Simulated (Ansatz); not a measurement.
Levels about the gap of amorphous Si₂₄O₄₇S (72 atoms in a cell of 1095 Å³, 2.21 g/cm³; zone centre alone, so wide bands show as single levels with stretches between that a denser mesh fills), at the geometry that PBE relaxed, where it gives 0.5 GPa on a denser mesh. The participation number counts the atoms over which a state spreads; weights are charges in smoothed Voronoi cells. The levels come from a single point, so bond lengths are those of that geometry. Method of the levels: PBE, scalar-relativistic without spin-orbit coupling (Ansatz, a program for electronic structure). Sampling: the zone centre alone; Fermi-Dirac width 0.01 eV; collinear spin, started from moments on atoms (the moments died out). At PBE the levels at the filled edge of the gap are localised (band-tail or defect states), and the nearest spread-out levels lie 4.9 eV apart at the zone centre.

A CHGNet melt-quench gave the starting glass, which DFT then relaxed. O atoms were pushed apart under 1.9 Å during the dynamics, to hinder bonds among them. The hot cell started wider than the set density and was brought back towards it in steps. It is the lowest in DFT energy of 2 quenches. It is a model cell: composition and starting density were chosen by hand, and all elements were melted together. No dispersion term was used. Its density started from a set value of 2.21 and ended at 2.21 g/cm³. The quench (nominally 480 K/ps over its main leg) was far faster than any real one, so the model tends to hold more defects than a real film. A cell of this size samples the disorder only roughly. The volume was held where the preparation left it, at a PBE pressure of 0.5 GPa. Stress components on the final sampling reach 2.9 GPa. Cycles of charging lowered its energy after that relaxation.

| E - E(highest filled), eV | filling | spin | participation number | largest on | weight O | weight S | weight Si |
|---|---|---|---|---|---|---|---|
| -1.72 | filled | dn | 4.1 | O, 1 neighbours | 0.68 | 0.23 | 0.09 |
| -1.25 | filled | up | 3.6 | S, 2 neighbours | 0.46 | 0.44 | 0.09 |
| -1.25 | filled | dn | 3.6 | S, 2 neighbours | 0.46 | 0.44 | 0.09 |
| -0.18 | filled | dn | 1.6 | O, 1 neighbours | 0.93 | 0.01 | 0.06 |
| -0.18 | filled | up | 1.6 | O, 1 neighbours | 0.93 | 0.01 | 0.06 |
| 0.00 | filled | dn | 1.7 | O, 1 neighbours | 0.88 | 0.04 | 0.08 |
| 0.00 | filled | up | 1.7 | O, 1 neighbours | 0.88 | 0.04 | 0.08 |
| 2.22 | empty | up | 45.7 | Si, 4 neighbours | 0.65 | 0.01 | 0.33 |
| 2.22 | empty | dn | 45.7 | Si, 4 neighbours | 0.65 | 0.01 | 0.33 |
| 3.49 | empty | up | 24.2 | Si, 4 neighbours | 0.58 | 0.02 | 0.40 |
| 3.49 | empty | dn | 24.2 | Si, 4 neighbours | 0.58 | 0.02 | 0.40 |
| 3.88 | empty | up | 16.6 | Si, 4 neighbours | 0.48 | 0.11 | 0.41 |
| 3.88 | empty | dn | 16.6 | Si, 4 neighbours | 0.48 | 0.11 | 0.41 |
| 3.89 | empty | up | 25.7 | Si, 4 neighbours | 0.56 | 0.03 | 0.41 |

Most localised among these is the filled level at -0.18 eV, on a O atom, which has 1 neighbours (Si 1.55 Å).
